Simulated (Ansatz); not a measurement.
Nb3Ir (Pm-3n, No. 223, 8 atoms in the cell; start mp-1458), treated with r²SCAN (Ansatz, a quantum-chemistry and plane-wave program, PAW).

The input as run:

Ansatz 0.2 input:
```yaml
crystal:
  lattice:
    - [5.1147948058, 0.0, 0.0]
    - [0.0, 5.1147948058, 0.0]
    - [0.0, 0.0, 5.1147948058]
  atoms:
    - { symbol: Nb, position: [0.5, 0.25, 0.0] }
    - { symbol: Nb, position: [0.5, 0.75, 0.0] }
    - { symbol: Nb, position: [0.25, 0.0, 0.5] }
    - { symbol: Nb, position: [0.75, 0.0, 0.5] }
    - { symbol: Nb, position: [0.0, 0.5, 0.25] }
    - { symbol: Nb, position: [0.0, 0.5, 0.75] }
    - { symbol: Ir, position: [0.5, 0.5, 0.5] }
    - { symbol: Ir, position: [0.0, 0.0, 0.0] }
basis:
  ecutwfc: 560
  ecutrho_ratio: 4
  xc_grid: 3
kpoints:
  mp_grid: { grid: [12, 12, 12] }
hamiltonian:
  xc: r2scan
  dispersion: none
  pseudopotentials: { kind: paw }
scf:
  occupations: { method: fermi_dirac, width: 0.05 }
output:
  forces: true
  stress: true
  eigenvalues: true
relax:
  f_tol: 0.004
  escape_saddle: false
  max_steps: 80
```

Excerpt of the program's output:

```
WARN output.stress: scf.convergence.dr2_threshold = 1e-7 eV (the SCF's general default) is looser than the 8e-10 eV advised for a printed stress (1e-10 eV for …
Relaxation: its limit of steps is 80 (relax.max_steps)
Crystal: 8 atoms, lattice volume = 133.809 Å³
Basis set: ecut = 560 eV, 3959 PW (Γ), exchange–correlation on 120×120×120 points (27 copies of the dense FFT grid, shifted against one another)
Bands: 68, of which v1, the nominal top of the filled ones, is band 56 counted from 1 (55 counted from 0)
Symmetry: 48 space group operations
Space group: Pm-3n (ITA 223), of the structure as read, at distance tolerance 5.1e-5 Å
k-points: 84 of 1728
Functional: x = r2scan, c = r2scan; τ floored in thin density (d = 2e-4 eV/Å³)
SCF iter   1: F=—  HF=-51283.110597 eV  |F-HF|=—  |Δ(HF+E_count)|=         —  Δρ=1.43e-2  dr2=3.73e-1  dr2_τ=1.92e-1
SCF iter   2: F=—  HF=-51283.107188 eV  |F-HF|=—  |Δ(HF+E_count)|=   3.41e-3  Δρ=7.39e-3  dr2=4.38e-2  dr2_τ=2.85e-2
  ...
SCF 1 converged in 7 iterations: F = -51283.112705 eV  dr2 = 5.83e-9
relax step   1: F+E_penalty+E_count = -51283.11270499 eV  Δ(F+E_penalty+E_count) = +0.000e0 eV  max|allowed force component| = 5.038e-17 eV/Å  Δτ_max = 0.0000 Å  (7 SCF iters, accepted)
Crystal: 8 atoms, lattice volume = 133.809 Å³
Initial density: handed on by an earlier stage of this run
SCF iter   1: F=—  HF=-51283.112705 eV  |F-HF|=—  |Δ(HF+E_count)|=         —  Δρ=2.81e-6  dr2=5.83e-9  dr2_τ=3.76e-10
SCF iter   2: F=-51283.112705 eV  HF=-51283.112705 eV  |F-HF|=2.08e-9  |Δ(HF+E_count)|=   3.17e-9  Δρ=1.85e-6  dr2=2.44e-9  dr2_τ=1.87e-10
SCF 2 converged in 2 iterations: F = -51283.112705 eV  dr2 = 2.44e-9
SCF converged after 2 iterations
Free energy (F): -51283.112705 eV
Internal energy: -51283.072530 eV  (E = F + TS)
E sigma→0 (E₀):  -51283.092617 eV
Fermi energy:    20.085179 eV
--- Forces (eV/Å), atoms counted from 1 ---
  atom   1  Nb    -0.00000000     0.00000000     0.00000000
  atom   2  Nb     0.00000000     0.00000000     0.00000000
  atom   3  Nb    -0.00000000    -0.00000000     0.00000000
  atom   4  Nb    -0.00000000     0.00000000     0.00000000
  atom   5  Nb     0.00000000     0.00000000     0.00000000
  atom   6  Nb     0.00000000     0.00000000     0.00000000
  atom   7  Ir     0.00000000    -0.00000000     0.00000000
  atom   8  Ir     0.00000000    -0.00000000    -0.00000000
--- Stress (GPa, compression-positive) ---
        4.891101      -0.000000      -0.000000
        0.000000       4.891101       0.000000
        0.000000       0.000000       4.891101
  P = ⅓ Tr σ = 4.8911 GPa (48.911 kbar)
```

The cell is one volume of an energy–volume scan, off the minimum.

The PAW data were made under PBE.

Note: the run has no spin polarisation, so it can have missed a magnetic state. Note: the relaxation could not lower the start's symmetry, so the cell can be a saddle point above a distorted one.

Computing time: about 2.7 core-minutes (a rough figure).

A start named mp-… is a Materials Project structure, which need not be a measured phase.
